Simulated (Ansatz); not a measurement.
Base system: Ti in the hcp (Mg type) structure (space group P6_3/mmc, No. 194; relaxed with 0.1 eV smearing).

```xyz
2
Lattice="2.9016 0.0000 0.0000 -1.4508 2.5129 0.0000 0.0000 0.0000 4.5930" Properties=species:S:1:pos:R:3 pbc="T T T"
Ti     1.4508     0.8376     3.4447
Ti     0.0000     1.6753     1.1482
```

Cartesian axes are those of the cell as printed.

Method: PBEsol in Ansatz (plane waves to 420 eV, PAW, without spin-orbit coupling).

Before the change:

Shortest interatomic distance: 2.843 Å

The change: tensile biaxial strain of 1.50 % in the plane normal to [001], as in epitaxy on a mismatched substrate; the out-of-plane cell vector and the atoms relax.

Problem. What happens to the out-of-plane strain?

Solution. The out-of-plane strain comes out as -1.22 %.

Problem. Estimate the effect on the shortest interatomic distance.

Solution. The shortest interatomic distance falls by 0.008 Å, from 2.843 Å to 2.835 Å.

Problem. Predict the new in-plane stress.

Solution. The mean in-plane stress (compression positive) is -2.9 GPa.

No phonon test of stability was made. All final runs are without spin polarisation.

Ansatz is a first-principles code.
